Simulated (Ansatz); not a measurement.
YGe (model structure, started from the NbAs type, I4₁/amd, No. 141, 4 atoms in the cell): equilibrium volume per atom by level of theory

No measured value is used here.

```
level (code)         value (Å³/atom)
-------------------  ---------------
PBE (Ansatz)                       ?
PBEsol (Ansatz)                22.14
PBE-D3(BJ) (Ansatz)            22.25
```

**Question.** Complete the blanks.

**Answer.** 
- PBE (Ansatz, a quantum-chemistry and plane-wave program), value (Å³/atom): 23.16

Ansatz's density-functional and Hartree–Fock values are scalar-relativistic unless marked +SOC, with PAW data made under PBE.

A model structure was made by putting elements into a prototype or built by hand; it is no filed structure, need not be a known phase, and can be a saddle point held by its symmetry.
